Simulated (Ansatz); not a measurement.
The starting structures come from a database of crystals and need not be the phases stable at ambient conditions.

 Where the default PAW files enter, the runs use the earlier of Ansatz's two default sets.

The decay constant κ of evanescent states in the gap governs leakage through a thin film.

Consider the following.

```
CELL_PARAMETERS angstrom
      3.81060     0.00000     0.00000
      0.00000     9.16300     0.00000
      1.90530     3.05433     1.10003
ATOMIC_POSITIONS crystal
  Cu 0.00000 0.98869 0.00000
  Cl 0.00000 0.24430 0.00000
```

Space group of this cell: R3m. The cell is taken as given; by PBEsol its mean pressure is -2.1 GPa.

Transport runs along the normal of the first two printed cell vectors, the (100) plane of the conventional cell.

No gap correction and no spin-orbit coupling; mid-gap values are interpolated between computed energies.

Question: State the band gap and the smallest decay constant κ at mid-gap according to Ansatz (an electronic-structure program) with PBEsol.

Answer: Gap 0.47 eV on a 26×26×26 mesh; κ = 0.081 1/Å, at the zone centre.
